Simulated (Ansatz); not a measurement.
**As (model structure, started from the bcc type, Im-3m, No. 229, 1 atoms in the cell)**

All values below come from PBE-D3(BJ) (plane waves, PAW; Ansatz, an electronic-structure program).

Settings: plane-wave cutoff 520 eV, 22×22×22 k mesh, Fermi–Dirac smearing 0.05 eV, scalar-relativistic PAW data made under PBE.

Cell (relaxed at this level):

```cif
data_As
_chemical_formula_sum 'As1'
_space_group_name_H-M_alt 'P 1'
_space_group_IT_number 1
_cell_length_a 2.86822
_cell_length_b 2.86822
_cell_length_c 2.86822
_cell_angle_alpha 109.471
_cell_angle_beta 109.471
_cell_angle_gamma 109.471
loop_
_space_group_symop_operation_xyz
  'x, y, z'
loop_
_atom_site_label
_atom_site_type_symbol
_atom_site_fract_x
_atom_site_fract_y
_atom_site_fract_z
_atom_site_occupancy
As1 As 0.00000 0.00000 0.00000 1
```

For As (model structure, started from the bcc type, Im-3m, No. 229, 1 atoms in the cell), the band gap is zero (no gap).

Note: the relaxation could raise the start's symmetry but not lower it, so the cell can be a saddle point.

Spin–orbit coupling is not included.

Computed values are for the static lattice.

A model structure was made by putting elements into a prototype or built by hand; it is no filed structure, need not be a known phase, and can be a saddle point held by its symmetry.
